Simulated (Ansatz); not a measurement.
## Response to strain in Rh3Si2

Start from Rh₃Si₂ (space group P-3m1, No. 164; a = 3.958 Å, c = 5.036 Å; a cell from a computed database, its experimental status unchecked). Axes: x lies along a and z along c of the hexagonal cell.

Strains are applied to the cell and any free atomic positions relax; under stress the whole cell relaxes.

Method: PBEsol in Ansatz (plane waves to 420 eV, PAW, spin-orbit coupling left out), earlier PAW set.

Notes on the quantities. energy relative to the base: free energy F.

```tsv
change	energy relative to the base	volume per atom	space group
base	0 meV/atom	13.66 Å³	P-3m1 (No. 164)
isotropic strain +2.83 %	+64 meV/atom	14.86 Å³	P-3m1 (No. 164)
uniaxial strain ε_zz = −0.61 %	+0.5 meV/atom	13.58 Å³	P-3m1 (No. 164)
tensor shear ε_xy = −2.89 %	+15 meV/atom	13.65 Å³	P-1 (No. 2)
uniaxial stress, 1 GPa compression along z	+0.2 meV/atom	___	P-3m1 (No. 164)
uniaxial stress, 3 GPa tension along x	+1.6 meV/atom	13.72 Å³	C2/m (No. 12)
```

### Question
Some entries are withheld; estimate them.

### Answer

- uniaxial stress, 1 GPa compression along z, volume per atom: 13.64 Å³

Without a gap, meshes like the base's 14×14×9 leave anisotropic stresses uncertain by several tenths of a GPa, and small strain energies with them. Beyond what the load breaks, stability against distortions was not tested. All final runs are without spin polarisation. An odd electron count without spin: Rh3Si2.

Ansatz is an electronic-structure program.
